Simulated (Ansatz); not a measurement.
# Al, response to strain

Consider Al in the fcc (Cu type) structure (space group Fm-3m, No. 225).

```
Al
1.0
    0.00000     1.99601     1.99601
    1.99601     0.00000     1.99601
    1.99601     1.99601     0.00000
Al
1
Direct
  0.00000   0.00000   0.00000
```

Cartesian axes are those of the cell as printed.

Strains are applied to the cell and any free atomic positions relax; under biaxial strain the out-of-plane vector relaxes too; under stress the whole cell relaxes.

Calculations: plane-wave PAW DFT at the r2SCAN level (Ansatz, a program for electronic structure, 500 eV), spin-orbit coupling left out.

Notes on the quantities. energy relative to the base: free energy F; pressure: mean of the normal stresses, compression positive.

```csv
change,energy relative to the base,shortest interatomic distance,pressure
base,0 meV/atom,2.823 Å,0.0 GPa
"biaxial strain +0.32 %, plane normal [001], relaxed out of plane",+0.1 meV/atom,2.821 Å,-0.1 GPa
"biaxial strain +2.92 %, plane normal [001], relaxed out of plane",+9.9 meV/atom,2.830 Å,-2.4 GPa
"biaxial strain −2.15 %, plane normal [110], relaxed out of plane",+7.1 meV/atom,2.762 Å,2.2 GPa
isotropic strain −3.26 %,+50 meV/atom,2.731 Å,11.5 GPa
isotropic strain +2.13 %,+17 meV/atom,2.883 Å,-5.1 GPa
uniaxial strain ε_yy = +0.31 %,0.0 meV/atom,2.823 Å,-0.3 GPa
uniaxial strain ε_yy = +3.15 %,+5.9 meV/atom,2.823 Å,-2.6 GPa
"uniaxial stress, 2 GPa compression along x",+1.7 meV/atom,2.803 Å,–
"uniaxial stress, 2 GPa tension along x",+2.0 meV/atom,2.804 Å,–
```

Without a gap, meshes like the base's 20×20×20 leave anisotropic stresses uncertain by several tenths of a GPa, and small strain energies with them. Stability under load was not tested beyond the relaxation.
